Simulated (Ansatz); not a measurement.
An Ansatz (an electronic-structure program) input (PBE in Ansatz (plane waves to 420 eV, PAW, no SOC)):

Ansatz 0.2 input:
```yaml
crystal:
  lattice:
    - [0, 3.3595132631, 3.3595132631]
    - [3.3595132631, 0, 3.3595132631]
    - [3.3595132631, 3.3595132631, 0]
  atoms:
    - { symbol: Sr, position: [0, 0, 0] }
    - { symbol: Te, position: [0.5, 0.5, 0.5] }
basis: { ecutwfc: 420, ecutrho_ratio: 4, xc_grid: 2, fft_grid_basis: typed }
kpoints: { mp_grid: { grid: [9, 9, 9] } }
hamiltonian:
  xc: pbe
  dispersion: none
  pseudopotentials: { kind: paw }
scf: { occupations: { method: fermi_dirac, width: 0.05 }, convergence: { dr2_threshold: 0.0000000002 } }
output: { forces: true, stress: true }
checkpoint: { write: state.ck, write_every: 1000 }
```

**Question.** Which symmetry and how many k-points will the program report, and about how many plane waves at Γ?

**Answer.** Space group Fm-3m (ITA 225) with 48 operations, k-points 35 of 729, and 1459 plane waves at Γ.

Stability against distortions was not tested. The cell is SrTe in the rock salt structure (space group Fm-3m, No. 225).
